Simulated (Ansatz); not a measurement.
Start from AlN in the wurtzite structure (space group P6_3mc, No. 186).

```yaml
crystal:
  lattice:
    - [3.11381, 0.00000, 0.00000]
    - [-1.55691, 2.69664, 0.00000]
    - [0.00000, 0.00000, 4.98335]
  atoms:
    - { symbol: Al, position: [0.33333, 0.66667, 0.00000] }
    - { symbol: Al, position: [0.66667, 0.33333, 0.50000] }
    - { symbol: N, position: [0.33333, 0.66667, 0.38200] }
    - { symbol: N, position: [0.66667, 0.33333, 0.88200] }
```

Cartesian axes are those of the cell as printed.

Method: PBEsol in Ansatz (plane waves to 420 eV, PAW, spin-orbit coupling left out).

For the base:

* **Band gap**: 4.09 eV

One thing is altered: the cell is compressed by 3.00 % along x with no lateral relaxation, atoms relaxed at fixed cell.

Task: How does this affect the largest internal atomic displacement and band gap?

Result: The largest internal atomic displacement comes out as 0.017 Å; the band gap goes up by 0.315 eV to 4.41 eV.

The cells carry an imposed strain or load. Whether these cells are dynamically stable was not tested.

Ansatz is a program for electronic structure.
